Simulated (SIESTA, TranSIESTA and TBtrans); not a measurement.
Device: Pt chain with one C atom inserted. Leads: straight Pt chain, spacing 2.4 Å. Geometry: 3 atoms about the centre moved by SIESTA (PBE, DZP) to a largest force of 0.04 eV/Å, all others as built, motion along the axis alone. Transport runs along z; the first 6 and the last 6 of the 21 atoms are the lead cells, repeated to infinity.

```xyz
21
Lattice="9.000 0.000 0.000 0.000 9.000 0.000 0.000 0.000 49.300" Properties=species:S:1:pos:R:3 pbc="F F T"
Pt     4.500     4.500     0.000
Pt     4.500     4.500     2.400
Pt     4.500     4.500     4.800
Pt     4.500     4.500     7.200
Pt     4.500     4.500     9.600
Pt     4.500     4.500    12.000
Pt     4.500     4.500    14.400
Pt     4.500     4.500    16.800
Pt     4.500     4.500    19.200
Pt     4.500     4.500    21.677
C      4.500     4.500    23.449
Pt     4.500     4.500    25.223
Pt     4.500     4.500    27.700
Pt     4.500     4.500    30.100
Pt     4.500     4.500    32.500
Pt     4.500     4.500    34.900
Pt     4.500     4.500    37.300
Pt     4.500     4.500    39.700
Pt     4.500     4.500    42.100
Pt     4.500     4.500    44.500
Pt     4.500     4.500    46.900
```
Starting moments (μB): atom 7 +0.6, atom 8 +0.6, atom 9 +0.6, atom 10 +0.6, atom 12 +0.6, atom 13 +0.6, atom 14 +0.6, atom 15 +0.6; lead atoms +0.6 (left) and +0.6 (right).

Run with TranSIESTA and TBtrans (open boundaries, self-consistent; PseudoDojo norm-conserving potentials, scalar-relativistic): Spin polarized, PAO.BasisSize DZP, PAO.EnergyShift 0.15 eV, XC.Authors PBE, Mesh.Cutoff 200 Ry, ElectronicTemperature 300 K, TS.Voltage 0.0 eV, TBT.Elecs.Eta 0.001 eV.

Energies count from the leads' Fermi level. Transmissions are for each spin. The energy step is 0.01 eV; narrower resonances are cut or missed.

```csv
E (eV),T up,T down
-0.20,2.10,2.10
-0.15,2.09,2.09
-0.10,2.08,2.08
-0.05,2.06,2.06
0.00,2.04,2.04
0.05,2.02,2.01
0.10,1.99,1.99
0.15,1.96,1.95
0.20,1.92,1.91
```

**Question.** Give the zero-bias conductance in μS and the resistance at 300 K.

**Answer.** At the Fermi level the mean of both spins is (2.04 + 2.04)/2 = 2.04. Averaged with −∂f/∂E over the full grid (kT = 25.9 meV) it is 2.04. With G0 = 2e²/h = 77.48 μS, G = 158 μS and R = 1/G = 6.33 kΩ.

**Question.** The eigenchannels at the Fermi level (both spins) transmit 0.974, 0.535, 0.535, 0.973, 0.533, 0.533. What Fano factor of the shot noise follows at low temperature and bias?

**Answer.** F = Σ τ(1 − τ)/Σ τ = 1.05/4.08 = 0.26.

A magnetic start was tried, and the separate lead runs end without a moment. The straight chain is held at its spacing; free chains may zigzag or dimerise. Spin-orbit coupling, left out here, matters for the heavy atoms.
